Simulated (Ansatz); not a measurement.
Take Ta in the bcc (W type) structure (space group Im-3m, No. 229) as the base.

Space group Im-3m (No. 229); a = b = c = 3.3048 Å, α = β = γ = 90.00°

| atom | site | symmetry | x | y | z |
|---|---|---|---|---|---|
| Ta | 2a | m-3m | 0.0000 | 0.0000 | 0.0000 |
(The calculation used a cell of 1 atom; values per cell refer to that cell.)

Calculations: Kohn–Sham DFT with the r2SCAN functional, run in Ansatz (a program for electronic structure) with PAW and 500 eV plane waves, no SOC.

For the base:

* **Volume per atom**: 18.05 Å³
* **Band gap**: zero

Modification: every Ta is replaced by Cd, then cell and atoms are relaxed.

Predict the new volume per atom.

The volume per atom goes up by 4.02 Å³, from 18.05 Å³ to 22.07 Å³.

What happens to the band gap?

The band gap is still zero.

Whether these cells are dynamically stable was not tested. For Cd in this form, whether it has been made was not checked. The final runs are not spin-polarised. This is not the structure that Cd has at room temperature and ambient pressure.
